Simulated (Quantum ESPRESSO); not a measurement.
Worked example: self-consistent single point of Mg (P-3m1, 2 atoms in the cell) in Quantum ESPRESSO.

Level of theory: LDA (PZ), GBRV 1.5 ultrasoft (LDA) pseudopotentials (plane waves; Quantum ESPRESSO 7.5).

```
Mg
1.0
    3.20037     0.00000     0.00000
   -1.60018     2.77160     0.00000
    0.00000     0.00000     5.19437
Mg
2
Direct
  0.33333   0.66667   0.25963
  0.66667   0.33333   0.75000
```

Reference input (self-consistent single point, DFT, LDA (PZ), plane waves, GBRV 1.5 ultrasoft (LDA) pseudopotentials): ecutwfc = 40 Ry; ecutrho = 200 Ry; occupations = smearing; smearing = fd; degauss = 0.0073499 Ry; potentials = {Mg: mg_lda_v1.4.uspp.F.UPF}; K_POINTS = automatic 8 8 5 0 0 0; conv_thr = 1e-11 Ry; mixing_beta = 0.7. This run's input differs from it in these lines:

```diff
@@ -30,3 +30,3 @@
 K_POINTS automatic
-8 8 5  0 0 0
+14 14 8  0 0 0
```

Output (repeated stretches shortened):

```
     Self-consistent Calculation

     iteration #  1     ecut=    40.00 Ry     beta= 0.70

     total energy              =    -250.05472923 Ry
     estimated scf accuracy    <       0.29591201 Ry

     iteration #  2     ecut=    40.00 Ry     beta= 0.70

     total energy              =    -250.12295868 Ry
     estimated scf accuracy    <       0.00997092 Ry

     iteration #  3     ecut=    40.00 Ry     beta= 0.70

     total energy              =    -250.12358217 Ry
     estimated scf accuracy    <       0.00045004 Ry

   [... 4 blocks of this kind left out ...]

     iteration #  8     ecut=    40.00 Ry     beta= 0.70

     total energy              =    -250.12359922 Ry
     estimated scf accuracy    <          8.4E-10 Ry

     iteration #  9     ecut=    40.00 Ry     beta= 0.70
     End of self-consistent calculation

     Number of k-points >= 100: set verbosity='high' to print the bands.

     the Fermi energy is     5.2114 ev

!    total energy              =    -250.12359922 Ry
     estimated scf accuracy    <          3.8E-13 Ry
     smearing contrib. (-TS)   =      -0.00182112 Ry
     internal energy E=F+TS    =    -250.12177810 Ry

     convergence has been achieved in   9 iterations

     Forces acting on atoms (cartesian axes, Ry/au):

     atom    1 type  1   force =     0.00000000   -0.00000000   -0.00454488
     atom    2 type  1   force =     0.00000000    0.00000000    0.00454488

     Total force =     0.006427     Total SCF correction =     0.000003

          total   stress  (Ry/bohr**3)                   (kbar)     P=      -21.77
  -0.00015189   0.00000000   0.00000000          -22.34        0.00        0.00
   0.00000000  -0.00015189  -0.00000000            0.00      -22.34       -0.00
   0.00000000  -0.00000000  -0.00014025            0.00       -0.00      -20.63

   JOB DONE.
```

The run converged in 9 iterations. Against the reference run the free energy rises by 10.3 meV/atom, the pressure stays at -2.18 GPa and the largest force moves little (0.114 to 0.117 eV/Å).

The starting cell has typed, rounded lattice constants, without a prior relaxation at this level. Its lattice was rescaled by up to half a per cent. One atom was moved a little off its site on purpose.
